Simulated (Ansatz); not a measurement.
Results of LDA (plane waves, PAW; Ansatz, an electronic-structure program) for AlCr₂C (P6₃/mmc, No. 194, 8 atoms in the cell; start mp-9956).

Numerical settings: plane-wave cutoff 520 eV, 24×24×6 k mesh (along the axes of the cell as run), Fermi–Dirac smearing 0.05 eV, no spin polarisation, scalar-relativistic PAW data made under PBE.

Cell (relaxed at this level):

```
CELL_PARAMETERS angstrom
      2.79017     0.00000     0.00000
     -1.39508     2.41636     0.00000
      0.00000     0.00000    12.47647
ATOMIC_POSITIONS crystal
  Al 0.66667 0.33333 0.25000
  Al 0.33333 0.66667 0.75000
  Cr 0.33333 0.66667 0.41527
  Cr 0.66667 0.33333 0.58473
  Cr 0.66667 0.33333 0.91527
  Cr 0.33333 0.66667 0.08473
  C  0.00000 0.00000 0.50000
  C  0.00000 0.00000 0.00000
```

**Question.** What does this level give for the bulk modulus?

**Answer.** 
- bulk modulus: 213 GPa

The run finds no gap.

Note: the bulk modulus is −V dP/dV from two relaxed cells at ±2 % in volume; the relaxation could not lower the start's symmetry, so the cell can be a saddle point above a distorted one.

Computed values are for the static lattice.

A start named mp-… is a Materials Project structure, which need not be a measured phase.
